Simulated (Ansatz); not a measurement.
Mo: biaxial strain −0.83 %, plane normal [111], relaxed out of plane

The parent structure is Mo in the bcc (W type) structure (space group Im-3m, No. 229; a = 3.1115 Å; relaxed with 0.1 eV smearing). Axes: x, y, z lie along the cube axes.

The change: biaxial strain −0.83 %, plane normal [111], relaxed out of plane (Cartesian); in-plane vectors clamped, the third vector and the atoms free.

All numbers come from LDA in Ansatz (plane waves to 420 eV, PAW, without spin-orbit coupling). Settings: 30×30×30 k-points, 0.1 eV Fermi–Dirac smearing.

- Volume per atom: 14.94 Å³ (base 15.06 Å³)
- Space group: R-3m (No. 166) (base Im-3m (No. 229))
- Energy relative to the base (free energy F): +2.8 meV/atom
- Pressure (mean of the normal stresses, compression positive): 2.4 GPa (base 0.0 GPa)
- Band gap: zero (base zero)
- Out-of-plane strain: +0.87 %
- Ratio −ε⊥/ε∥: 1.04
- Mean in-plane stress (compression positive): +3.7 GPa

No phonon test of stability was made. All final runs are without spin polarisation.

Ansatz is a first-principles code.
